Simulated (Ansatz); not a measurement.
Data:

```
CELL_PARAMETERS angstrom
      3.75949     0.00000     0.00000
     -1.87975     3.25581     0.00000
      0.00000     0.00000     6.17659
ATOMIC_POSITIONS crystal
  Zn 0.66667 0.33333 0.99952
  Zn 0.33333 0.66667 0.49952
  S  0.66667 0.33333 0.62568
  S  0.33333 0.66667 0.12568
```

No spin polarisation.

All numbers come from r2SCAN, PAW, 500 eV (Ansatz, a program for electronic structure; no SOC). Settings: 10×10×6 k-points, 0.05 eV Fermi–Dirac smearing.

**Question.** Predict the band gap and gap character.

**Answer.** The band gap comes out as 2.94 eV and the gap character is direct at Γ.

Load acts through the strain it causes; cell and atoms are relaxed under it. Whether these cells are dynamically stable was not tested. Tetrahedral semiconductors of this kind turn to denser phases somewhere between about 1 and 50 GPa; those were not computed, so compressed cells here can lie past the real transition. The cell was made from ZnS in the wurtzite structure (space group P6_3mc, No. 186) by this change: pressure 3 GPa.
